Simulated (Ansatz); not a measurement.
## HfO2 (space group P4_2/nmc, No. 137)

HfO$_{2}$ has the tetragonal space group P4₂/nmc, origin choice 1 (No. 137), Pearson symbol tP6. Lattice parameters: a = 3.568 Å, b = 3.568 Å, c = 5.167 Å, α = 90.00°, β = 90.00°, γ = 90.00°. Hf on 2a is coordinated by 4 O at 2.062 Å and 4 O at 2.363 Å. O on 4d is coordinated by 2 Hf at 2.062 Å and 2 Hf at 2.363 Å (tetrahedral). (Neighbours: up to the widest gap in distance over summed covalent radii, below 1.35, at either atom; cation-cation and far metal-metal contacts left out.)

Calculations: PBEsol/PAW in Ansatz (an electronic-structure program), scalar-relativistic without spin-orbit coupling, earlier PAW set. Settings: 9×9×7 k-points, 0.05 eV Fermi–Dirac smearing.

```json
{
 "volume_per_atom": "10.96 Å³",
 "density": "10.63 g/cm³",
 "band_gap": "4.57 eV, indirect, A → Γ",
 "electron_mass": "0.94 mₑ along c, 0.79 mₑ across",
 "total_energy": "-5575.310 eV/atom (σ→0; compares only within this code and set-up)"
}
```

With Hf present, leaving out spin-orbit coupling can change the band edges. Masses are band curvatures over ±0.01 Å⁻¹ around the edge. Stability against distortions was not tested. This is not the structure that HfO2 has at room temperature and ambient pressure.
